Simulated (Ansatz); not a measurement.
Fluorite CoSi2

The numbers are results of PBE0-D3(BJ) in Ansatz (PAW), not measurements.

Run with plane-wave cutoff 460 eV, 10×10×10 k mesh, Fermi–Dirac smearing 0.05 eV, no spin polarisation, scalar-relativistic PAW data made under PBE.

Cell (relaxed at this level):

```
CoSi2
1.0
    0.00000     2.61958     2.61958
    2.61958     0.00000     2.61958
    2.61958     2.61958     0.00000
Co Si
1 2
Direct
  0.00000   0.00000   0.00000
  0.25000   0.25000   0.25000
  0.75000   0.75000   0.75000
```

```yaml
bulk_modulus: 222 GPa
pressure derivative B′ of the bulk modulus: 4.3
```

Note: the run has no spin polarisation, so it can have missed a magnetic state.

Static lattice: no zero-point or thermal effects.

The result took very roughly 22 core-minutes.

Ansatz is a quantum-chemistry and plane-wave program.
